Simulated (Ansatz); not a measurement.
The starting structures come from a database of crystals and need not be the phases stable at ambient conditions.

The decay constant κ of evanescent states in the gap governs leakage through a thin film.

Input:

```
CELL_PARAMETERS angstrom
      5.74755     0.00000     0.00000
      0.00000    11.11421     0.00000
      2.87378     5.55710     6.76715
ATOMIC_POSITIONS crystal
  Rb 0.73453 0.37879 0.00000
  Rb 0.26547 0.62121 0.00000
  Rb 0.23453 0.12121 0.00000
  Rb 0.76547 0.87879 0.00000
  Zn 0.75000 0.25000 0.50000
  Zn 0.25000 0.75000 0.50000
  Zn 0.25000 0.02590 0.50000
  Zn 0.75000 0.97410 0.50000
  Zn 0.25000 0.47410 0.50000
  Zn 0.75000 0.52590 0.50000
  S  0.57054 0.98110 0.30316
  S  0.42946 0.01890 0.69684
  S  0.12630 0.71574 0.30316
  S  0.87370 0.28426 0.69684
  S  0.37370 0.51890 0.69684
  S  0.62630 0.48110 0.30316
  S  0.92946 0.78426 0.69684
  S  0.07054 0.21574 0.30316
```

Space group of this cell: Ibam. The cell is taken as given; by PBEsol its mean pressure is -1.1 GPa.

Transport runs along the normal of the first two printed cell vectors.

The gap is the functional's own. No spin-orbit coupling. Mid-gap values are interpolated on the energy grid.

Q: State the band gap and the smallest decay constant κ at mid-gap according to PBEsol run with Ansatz (a program for electronic structure).

A: Gap 2.56 eV on a 6×6×6 mesh; κ = 0.207 1/Å, at the zone centre.
